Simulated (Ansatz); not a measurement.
Abridged Ansatz (a first-principles code) output:

```
Relaxation: its limit of steps is 50 (relax.max_steps)
Pseudopotential: Sn, paw, valence charge 14
Pseudopotential: O, paw, valence charge 6
Crystal: 4 atoms, lattice volume = 63.165 Å³
Basis set: ecut = 420 eV, 1223 PW (Γ), exchange–correlation on 54×54×60 points (8 copies of the dense FFT grid, shifted against one another)
Bands: 24, of which v1, the nominal top of the filled ones, is band 20 counted from 1 (19 counted from 0)
Symmetry: 16 space group operations
k-points: 252 of 2925
Functional: x = pbesol(κ = 0.804, μ = 0.12345679012345678), c = pbesol(β = 0.046)
SCF iter   1: F=—  HF=-13022.347047 eV  |F-HF|=—  |Δ(HF+E_count)|=         —  Δρ=1.54e-2  dr2=1.24e-1  ethr=1.77e-3  ⟨swp⟩=5.8  Hψ=27238  notcnv=0
SCF iter   2: F=—  HF=-13022.317121 eV  |F-HF|=—  |Δ(HF+E_count)|=   2.99e-2  Δρ=2.73e-3  dr2=2.55e-3  ethr=3.09e-4  ⟨swp⟩=2.0  Hψ=10505  notcnv=0
SCF 1 converged in 9 iterations: F = -13022.316691 eV  dr2 = 2.46e-10
relax step   1: F+E_penalty+E_count = -13022.31669081 eV  Δ(F+E_penalty+E_count) = +0.000e0 eV  max|allowed force component| = 4.156e-1 eV/Å  Δτ_max = 0.0000 Å  (9 SCF iters, accepted)
Crystal: 4 atoms, lattice volume = 63.165 Å³
SCF iter   1: F=—  HF=-13022.324245 eV  |F-HF|=—  |Δ(HF+E_count)|=         —  Δρ=4.00e-3  dr2=5.82e-3  ethr=1.53e-5  ⟨swp⟩=2.0  Hψ=24212  notcnv=0
SCF iter   2: F=—  HF=-13022.322737 eV  |F-HF|=—  |Δ(HF+E_count)|=   1.51e-3  Δρ=1.80e-3  dr2=1.38e-3  ethr=1.45e-5  ⟨swp⟩=2.7  Hψ=10734  notcnv=0
SCF 2 converged in 9 iterations: F = -13022.322217 eV  dr2 = 2.19e-10
relax step   2: F+E_penalty+E_count = -13022.32221722 eV  Δ(F+E_penalty+E_count) = -5.526e-3 eV  max|allowed force component| = 2.506e-1 eV/Å  Δτ_max = 0.0340 Å  (9 SCF iters, accepted)
Crystal: 4 atoms, lattice volume = 63.165 Å³
SCF iter   1: F=—  HF=-13022.325810 eV  |F-HF|=—  |Δ(HF+E_count)|=         —  Δρ=1.54e-3  dr2=8.67e-4  ethr=2.14e-5  ⟨swp⟩=3.1  Hψ=16644  notcnv=0
SCF iter   2: F=—  HF=-13022.325568 eV  |F-HF|=—  |Δ(HF+E_count)|=   2.42e-4  Δρ=6.91e-4  dr2=2.06e-4  ethr=2.17e-6  ⟨swp⟩=2.3  Hψ=13128  notcnv=0
SCF 3 converged in 8 iterations: F = -13022.325452 eV  dr2 = 3.31e-10
relax step   3: F+E_penalty+E_count = -13022.32545166 eV  Δ(F+E_penalty+E_count) = -3.234e-3 eV  max|allowed force component| = 3.451e-3 eV/Å  Δτ_max = 0.0131 Å  (8 SCF iters, accepted)
SCF converged after 8 iterations
Free energy (F): -13022.325452 eV
Internal energy: -13022.314010 eV  (E = F + TS)
E sigma→0 (E₀):  -13022.319731 eV
Entropy (-TS):   -0.011441 eV (-2.860 meV/atom)
Fermi energy:    11.400045 eV
  E_disp       = -0.960017  (pairwise vdW)
--- Forces (eV/Å), atoms counted from 1 ---
  atom   1  Sn     0.00000000     0.00000000    -0.00345132
  atom   2  Sn     0.00000000     0.00000000     0.00345132
  atom   3  O      0.00000000     0.00000000    -0.00000000
  atom   4  O      0.00000000     0.00000000     0.00000000
--- Stress (GPa, compression-positive) ---
        0.582239       0.000000       0.000000
        0.000000       0.582239       0.000000
        0.000000       0.000000       1.682087
  P = ⅓ Tr σ = 0.9489 GPa (9.489 kbar)
--- Relaxed structure (3 steps of the walk, 3 accepted, 0 SCFs on fresh bases) ---
  atoms:
    - { symbol: Sn, position: [0.5, -1.4972434315301953e-37, 0.7414601996170258] }
    - { symbol: Sn, position: [3.19411932059775e-36, 0.5, 0.2585398003829743] }
    - { symbol: O, position: [0.5, 0.5, 9.750649947168444e-20] }
    - { symbol: O, position: [-1.597059660298875e-36, 1.247702859608496e-36, 9.750649947168444e-20] }
```

What was computed, and what are the main results?

SnO, 4 atoms in the cell, with Kohn–Sham DFT with the PBEsol-D3(BJ) functional, run in Ansatz with PAW and 420 eV plane waves, without spin-orbit coupling. The last SCF converged to F = -13022.325452 eV, or -3255.5814 eV per atom, at a pressure of 0.95 GPa. The total energy compares only with runs of the same code, potentials and settings.

The cells carry an imposed strain or load. Stability against distortions was not tested. The final runs are not spin-polarised. The cell was made from SnO (space group P4/nmm, No. 129; layered, stacked along the Cartesian z axis) by this change: uniaxial strain ε_zz = −2.40 %.

Keys are those of Ansatz 0.2.
